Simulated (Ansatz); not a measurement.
Ansatz (a program for electronic structure) run on Li3Au (P1, 4 atoms in the cell): self-consistent single point.

Method of the run: PBEsol, PAW files made with PBE (plane waves; Ansatz).

The change in words: lattice scaled by 0.98. Reference geometry:
```
Li3Au
1.0
   -2.02605     2.02605     3.80107
    2.02605    -2.02605     3.80107
    2.02605     2.02605    -3.80107
Li Au
3 1
Direct
  0.74565   0.25446   0.48761
  0.25162   0.74333   0.51199
  0.51140   0.48653   0.99109
  0.99133   0.01568   0.00931
```

Reference input (self-consistent single point, DFT, PBEsol, plane waves, PAW files made with PBE): kpoints.mp_grid.grid = 7 7 8; hamiltonian.xc = pbesol; hamiltonian.pseudopotentials = {kind: paw} (an earlier, softer set of the program's PAW files); scf.occupations.method = gaussian; scf.occupations.width = 0.1 eV. This run's input differs from it in these lines:

Ansatz 0.2 input:
```diff
@@ -2,10 +2,10 @@
   lattice:
-    - [-2.02605000, 2.02605000, 3.80107000]
-    - [2.02605000, -2.02605000, 3.80107000]
-    - [2.02605000, 2.02605000, -3.80107000]
+    - [-1.98552900, 1.98552900, 3.72504900]
+    - [1.98552900, -1.98552900, 3.72504900]
+    - [1.98552900, 1.98552900, -3.72504900]
   atoms:
-    - { symbol: Li, position_ang: [-0.00723300, 1.98308558, 1.94804077] }
-    - { symbol: Li, position_ang: [2.03353625, 0.04111868, 1.83574576] }
-    - { symbol: Li, position_ang: [-0.06845415, 0.03233778, 3.82707312] }
-    - { symbol: Au, position_ang: [0.06820090, -0.03049205, -0.00871965] }
+    - { symbol: Li, position_ang: [-0.00708834, 1.94342387, 1.90908016] }
+    - { symbol: Li, position_ang: [1.99286553, 0.04029631, 1.79903104] }
+    - { symbol: Li, position_ang: [-0.06708507, 0.03169103, 3.75053206] }
+    - { symbol: Au, position_ang: [0.06683688, -0.02988221, -0.00854526] }
 kpoints:
```

Log, with long lists cut:

```
SCF iter   1: F=—  HF=-13624.558942 eV  |F-HF|=—  |Δ(HF+E_count)|=         —  Δρ=1.68e-1  dr2=2.99e1  ethr=3.10e-3  ⟨swp⟩=3.3  Hψ=13996  notcnv=0
all-band conjugate gradients solve this SCF's bands
preconditioner: auto → Kerker (q_TF=auto, 2.411 Å⁻¹)
SCF iter   2: F=—  HF=-13620.872039 eV  |F-HF|=—  |Δ(HF+E_count)|=    3.69e0  Δρ=7.95e-2  dr2=7.30e0  ethr=3.10e-3  ⟨swp⟩=2.7  Hψ=8588  notcnv=0  defer=24
   [... lines left out ...]
SCF iter   6: F=—  HF=-13619.269895 eV  |F-HF|=—  |Δ(HF+E_count)|=   2.26e-4  Δρ=2.28e-4  dr2=4.11e-5  ethr=3.24e-6  ⟨swp⟩=2.0  Hψ=4872  notcnv=0  defer=29
SCF iter   7: F=—  HF=-13619.269890 eV  |F-HF|=—  |Δ(HF+E_count)|=   5.47e-6  Δρ=5.53e-5  dr2=3.22e-6  ethr=1.47e-7  ⟨swp⟩=2.5  Hψ=5192  notcnv=0  defer=29
SCF iter   8: F=—  HF=-13619.269889 eV  |F-HF|=—  |Δ(HF+E_count)|=   8.18e-7  Δρ=1.72e-5  dr2=2.79e-7  ethr=1.15e-8  ⟨swp⟩=2.0  Hψ=5073  notcnv=0  defer=29
SCF iter   9: F=-13619.269889 eV  HF=-13619.269889 eV  |F-HF|=8.25e-9  |Δ(HF+E_count)|=   6.16e-8  Δρ=4.95e-6  dr2=1.86e-8  ethr=3.57e-10  ⟨swp⟩=5.4  Hψ=14127  notcnv=0
SCF 1 converged in 9 iterations: F = -13619.269889 eV  dr2 = 1.86e-8
Free energy (F): -13619.269889 eV
Internal energy: -13619.264156 eV  (E = F + TS)
E sigma→0 (E₀):  -13619.267023 eV
Entropy (-TS):   -0.005732 eV (-1.433 meV/atom)
Fermi energy:    7.497406 eV
--- Forces (eV/Å), atoms counted from 1 ---
  atom   1  Li     0.07734906     0.16743362    -0.11281455
  atom   2  Li     0.01651071    -0.17891550     0.18900579
  atom   3  Li     0.19044235    -0.10029843    -0.08237446
  atom   4  Au    -0.28422469     0.11174674     0.00618163
--- Stress (GPa, compression-positive) ---
        1.347929      -0.070494      -0.151216
       -0.070494       1.356277      -0.225348
       -0.151216      -0.225348       0.655314
  P = ⅓ Tr σ = 1.1198 GPa (11.198 kbar)
  The stress holds the Pulay correction. Without it, at fixed plane waves, as pw.x and ABINIT print it: P = 1.1048 GPa
```

The run converged in 9 iterations. Against the reference run the free energy hardly moves (within 1 meV/atom), the pressure goes from -1.10 to 1.12 GPa and the largest force goes from 0.232 to 0.305 eV/Å.

The starting cell comes from a database of computed structures (which also holds hypothetical and non-ambient phases and stackings), without a prior relaxation at this level. Its atoms were displaced at random from the sites of space group no. 139. For this run, on top of that: lattice scaled by 0.98. Ansatz's pressure includes its estimate of the finite-basis (Pulay) stress.
